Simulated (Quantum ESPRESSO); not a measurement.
# Variants of one calculation on Hf5Sn3 (P6_3/mcm, 16 atoms in the cell)

```yaml
crystal:
  lattice:
    - [8.39100, 0.00000, 0.00000]
    - [-4.19550, 7.26682, 0.00000]
    - [0.00000, 0.00000, 5.82300]
  atoms:
    - { symbol: Hf, position: [0.33333, 0.66667, 0.00000] }
    - { symbol: Hf, position: [0.66667, 0.33333, 0.50000] }
    - { symbol: Hf, position: [0.66667, 0.33333, 0.00000] }
    - { symbol: Hf, position: [0.33333, 0.66667, 0.50000] }
    - { symbol: Sn, position: [0.60000, 0.00000, 0.25000] }
    - { symbol: Sn, position: [0.60000, 0.60000, 0.75000] }
    - { symbol: Sn, position: [0.00000, 0.60000, 0.25000] }
    - { symbol: Sn, position: [0.40000, 0.00000, 0.75000] }
    - { symbol: Sn, position: [0.40000, 0.40000, 0.25000] }
    - { symbol: Sn, position: [0.00000, 0.40000, 0.75000] }
    - { symbol: Hf, position: [0.23000, 0.00000, 0.25000] }
    - { symbol: Hf, position: [0.23000, 0.23000, 0.75000] }
    - { symbol: Hf, position: [0.00000, 0.23000, 0.25000] }
    - { symbol: Hf, position: [0.77000, 0.00000, 0.75000] }
    - { symbol: Hf, position: [0.77000, 0.77000, 0.25000] }
    - { symbol: Hf, position: [0.00000, 0.77000, 0.75000] }
```

Base run A: PBEsol, GBRV 1.5 ultrasoft (PBESOL) pseudopotentials run with Quantum ESPRESSO, self-consistent single point.

Its settings: ecutwfc = 40 Ry; ecutrho = 320 Ry; occupations = smearing; smearing = marzari-vanderbilt; degauss = 0.0073499 Ry; potentials = {Hf: hf_pbesol_v1.uspp.F.UPF, Sn: sn_pbesol_v1.4.uspp.F.UPF}; K_POINTS = automatic 4 4 5 0 0 0; conv_thr = 1e-10 Ry; mixing_beta = 0.3.

The starting cell comes from a database of published, mostly measured structures (it also holds non-ambient and calculated ones), without a prior relaxation at this level. In the base run, with a pressure of about -5 GPa the cell is away from its equilibrium volume at this level.

ΔF is the free energy per atom less that of run A. 

```json
[
 {"run": "A", "change": "base", "ΔF (meV/atom)": "0.00", "pressure (GPa)": "-5.01", "largest force (eV/Å)": "0.542"},
 {"run": "B", "change": "smearing: marzari-vanderbilt → fermi-dirac", "ΔF (meV/atom)": "-11.6", "pressure (GPa)": "-4.92", "largest force (eV/Å)": "0.447"},
 {"run": "C", "change": "lattice scaled by 1.015; ecutwfc: 40 Ry → 24 Ry; ecutrho: 320 Ry → 192 Ry", "ΔF (meV/atom)": "684.4", "pressure (GPa)": "-21.86", "largest force (eV/Å)": "0.460"},
 {"run": "D", "change": "degauss: 0.0073499 Ry → 0.000146997 Ry", "ΔF (meV/atom)": "0.11", "pressure (GPa)": "-5.05", "largest force (eV/Å)": "0.598"}
]
```

Run B against A: The free energy falls by 11.6 meV/atom, the pressure stays near -4.92 GPa while the zz stress (positive for compression) goes from -7.59 to -7.22 GPa and the largest force goes from 0.542 to 0.447 eV/Å.

Run C against A: The free energy rises by 684 meV/atom, the pressure goes from -5.01 to -21.86 GPa and the largest force goes from 0.542 to 0.460 eV/Å.
